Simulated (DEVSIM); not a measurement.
**GaAs n-i-p diode**

System: GaAs n-i-p diode, at 400 K.

| layer (left to right) | material | thickness (μm) | Nd (cm⁻³) | Na (cm⁻³) | τn (s) | τp (s) |
|---|---|---|---|---|---|---|
| 1 | GaAs | 1.90 | 1.2e17 | - | 1.2e-9 | 1.2e-9 |
| 2 | GaAs | 2.80 | - | 1.2e13 | 1.2e-9 | 1.2e-9 |
| 3 | GaAs | 2.20 | - | 2.9e17 | 1.2e-9 | 1.2e-9 |

Left contact: ohmic. Right contact: ohmic. Voltage is applied to the left contact. Recombination: SRH at mid-gap, Auger. Mobility is constant in doping.

This is a model device: material constants are rounded textbook-type values typed into the input, and sizes, dopings and lifetimes were drawn at random. Values at 300 K; Nc and Nv go as T^1.5, mobilities as T to minus their exponent, the gap by Varshni's rule with the affinity fixed.

```csv
parameter,GaAs
gap (eV),1.424
affinity (eV),4.07
permittivity,12.9
Nc (cm⁻³),4.7e17
Nv (cm⁻³),9e18
μn (cm²/Vs),8500
μp (cm²/Vs),400
T exponent of μn,2.1
T exponent of μp,2.2
Cn (cm⁶/s),1e-30
Cp (cm⁶/s),1e-30
Varshni α (eV/K),0.000541
Varshni β (K),204
```

Simulated with DEVSIM: 1D drift-diffusion, Boltzmann statistics, complete ionisation; no tunnelling, impact ionisation, image-force lowering or self-heating.

```
Quantity                                         Value
---------------------------------------------  -------
Potential step across the device at zero bias  1.182 V
Dark forward voltage at 1 A/cm²                0.663 V
Dark forward voltage at 100 A/cm²              0.962 V
```

Dark reverse current:

```json
[
 {"V (V)": "0.10", "J (A/cm²)": "1.7e-5"},
 {"V (V)": "0.25", "J (A/cm²)": "3.1e-5"},
 {"V (V)": "0.50", "J (A/cm²)": "4.6e-5"},
 {"V (V)": "0.75", "J (A/cm²)": "5.7e-5"},
 {"V (V)": "1.00", "J (A/cm²)": "6.5e-5"},
 {"V (V)": "1.50", "J (A/cm²)": "7.6e-5"},
 {"V (V)": "2.00", "J (A/cm²)": "8.3e-5"},
 {"V (V)": "2.50", "J (A/cm²)": "8.9e-5"},
 {"V (V)": "3.25", "J (A/cm²)": "9.5e-5"},
 {"V (V)": "4.00", "J (A/cm²)": "9.9e-5"},
 {"V (V)": "5.00", "J (A/cm²)": "0.00010"}
]
```

Small-signal capacitance in reverse bias (quasi-static):

| V (V) | C (nF/cm²) |
|---|---|
| 0.1 | 4.61 |
| 0.25 | 4.52 |
| 0.5 | 4.41 |
| 0.75 | 4.34 |
| 1 | 4.29 |
| 1.5 | 4.23 |
| 2 | 4.19 |
| 2.5 | 4.16 |
| 3.25 | 4.13 |
| 4 | 4.11 |
| 5 | 4.09 |
